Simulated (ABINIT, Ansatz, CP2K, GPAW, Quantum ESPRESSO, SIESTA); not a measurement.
**C (P6_3/mmc, 4 atoms in the cell) computed with different codes at matched settings**

Self-consistent single point, at a second geometry (lattice scaled by 0.98). First geometry:

```
CELL_PARAMETERS angstrom
      1.23000    -2.13042     0.00000
      1.23000     2.13042     0.00000
      0.00000     0.00000     6.71000
ATOMIC_POSITIONS crystal
  C  0.00000 0.00000 0.25000
  C  0.00000 0.00000 0.75000
  C  0.33333 0.66667 0.25000
  C  0.66667 0.33333 0.75000
```

Shared settings, as Ansatz (a first-principles code) writes them: kpoints.mp_grid.grid = 15 15 5; scf.occupations.method = gaussian; scf.occupations.width = 0.136 eV. Potentials and cutoffs stand in the table.

```csv
code,model,ΔF from the first geometry (meV/atom),pressure (GPa),cutoff
GPAW,"PBE, GPAW PAW datasets PBE (gpaw-data 1.0.1)",41.0,–,900 eV
Ansatz,"PBE, default PAW files",39.7,21.81,default
Quantum ESPRESSO,"PBE, PSlibrary PAW (PBE) pseudopotentials",40.8,22.56,45 Ry
ABINIT,"PBE, PAW (JTH v2.0 PBE PAW)",39.9,22.42,42 Ry
SIESTA,"GGA PBE, numerical atomic orbitals DZP, PseudoDojo PBE standard norm-conserving potentials (rewritten from UPF to PSML)",70.6,32.77,grid 300 Ry
CP2K,"PBE, GPW, DZVP-MOLOPT-SR-GTH basis, GTH-PBE potentials (GTH_POTENTIALS)",41.6,22.93,grid 400 Ry
```

For Ansatz (by 0.6 GPa) the energy change implies a higher mean pressure, against the two pressures, than for the other programs: a sign of finite-basis (Pulay) stress.

A dash marks a value that a program does not give, or that is left out as unsure.

The spread over the programs that give each value: ΔF from the first geometry within 30.9 meV/atom; pressure within 10.96 GPa.

SIESTA and CP2K use small atom-centred bases, whose incompleteness enters pressures, forces and empty levels differently from a plane-wave cutoff. Ansatz's pressure is given at a fixed set of plane waves, as the other plane-wave codes print theirs; with its correction for the finite basis it is 22.37 GPa (the shift of 0.56 GPa shows how far the cutoff is from converged). The pressure of GPAW is left out: its cutoff lies under the one at which its stress was checked. In the pressure, SIESTA (by 10.36) lies more than 1 GPa from the median of the plane-wave programs.

The starting cell has typed, rounded lattice constants, without a prior relaxation at this level. For this run, on top of that: lattice scaled by 0.98.

Left out of this page: FLEUR (not drawn, or without a comparable value).

Keys are those of Ansatz 0.2.
